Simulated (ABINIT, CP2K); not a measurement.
A CP2K input for a self-consistent single point of HgPt3 (Pm-3m, 4 atoms in the cell) (DFT LDA (Pade form), GPW, DZVP-MOLOPT-SR-GTH basis, GTH-PADE potentials (GTH_POTENTIALS)):

```
&GLOBAL
  PROJECT calc
  RUN_TYPE ENERGY_FORCE
  PRINT_LEVEL LOW
&END GLOBAL
&FORCE_EVAL
  METHOD Quickstep
  STRESS_TENSOR ANALYTICAL
  &DFT
    BASIS_SET_FILE_NAME BASIS_MOLOPT
    POTENTIAL_FILE_NAME GTH_POTENTIALS
    &QS
      METHOD GPW
      EPS_DEFAULT 1E-10
    &END QS
    &MGRID
      CUTOFF 500
      REL_CUTOFF 40
      NGRIDS 5
    &END MGRID
    &SCF
      SCF_GUESS ATOMIC
      EPS_SCF 1E-6
      MAX_SCF 100
      ADDED_MOS 11
      &DIAGONALIZATION
        ALGORITHM STANDARD
      &END DIAGONALIZATION
      &MIXING
        METHOD BROYDEN_MIXING
        ALPHA 0.3
        NBUFFER 12
        BETA 1.5
      &END MIXING
      &SMEAR ON
        METHOD FERMI_DIRAC
        ELECTRONIC_TEMPERATURE [K] 1578.21
      &END SMEAR
    &END SCF
    &KPOINTS
      SCHEME MONKHORST-PACK 7 7 7
    &END KPOINTS
    &XC
      &XC_FUNCTIONAL PADE
      &END XC_FUNCTIONAL
    &END XC
    &PRINT
      &MO
        EIGENVALUES T
        OCCUPATION_NUMBERS T
        NDIGITS 8
        FILENAME mo
        &EACH
          QS_SCF 0
        &END EACH
        ADD_LAST NUMERIC
      &END MO
      &MULLIKEN OFF
      &END MULLIKEN
    &END PRINT
  &END DFT
  &SUBSYS
    &CELL
      ABC 3.90331400 3.90331400 3.90331400
      ALPHA_BETA_GAMMA 90.00000000 90.00000000 90.00000000
      PERIODIC XYZ
    &END CELL
    &COORD
      SCALED
      Hg       0.00000000     0.00000000     0.00000000
      Pt       0.00000000     0.50000000     0.50000000
      Pt       0.50000000     0.00000000     0.50000000
      Pt       0.50000000     0.50000000     0.00000000
    &END COORD
    &KIND Hg
      BASIS_SET DZVP-MOLOPT-SR-GTH
      POTENTIAL GTH-PADE-q12
    &END KIND
    &KIND Pt
      BASIS_SET DZVP-MOLOPT-SR-GTH
      POTENTIAL GTH-PADE-q18
    &END KIND
  &END SUBSYS
  &PRINT
    &FORCES ON
    &END FORCES
    &STRESS_TENSOR ON
    &END STRESS_TENSOR
  &END PRINT
&END FORCE_EVAL
```

### Question
Translate this input to ABINIT.

### Answer
One input that does it (others would too):

```
# HgPt3, JTH v2.0 LDA PAW
pp_dirpath "./"
pseudos "Hg.LDA_PW-JTH.xml, Pt.LDA_PW-JTH.xml"
acell 7.3761944384 7.3761944384 7.3761944384
rprim
         1.0000000000    0.0000000000    0.0000000000
         0.0000000000    1.0000000000    0.0000000000
         0.0000000000    0.0000000000    1.0000000000
natom 4
ntypat 2
znucl 80 78
typat 1 2 2 2
xcart
         0.0000000000    0.0000000000    0.0000000000
         0.0000000000    3.6880972192    3.6880972192
         3.6880972192    0.0000000000    3.6880972192
         3.6880972192    3.6880972192    0.0000000000
ecut 42 Ry
pawecutdg 84 Ry
ixc 7
occopt 3
tsmear 0.136 eV
nband 28
kptopt 1
ngkpt 7 7 7
nshiftk 1
shiftk 0 0 0
nstep 100
toldfe 1.0e-09
prtwf 0
prtden 0
enunit 1
```

Basis, cutoffs, solver keys and any potentials are the target program's own. This input uses DFT, LDA (PW92), plane waves, PAW (JTH v2.0 LDA PAW). LDA parametrisations can differ slightly between programs.

The starting cell comes from a database of computed structures (which also holds hypothetical and non-ambient phases and stackings), without a prior relaxation at this level. Its lattice was rescaled by a random factor within 2.5 % of one. For this run, on top of that: lattice scaled by 0.98.
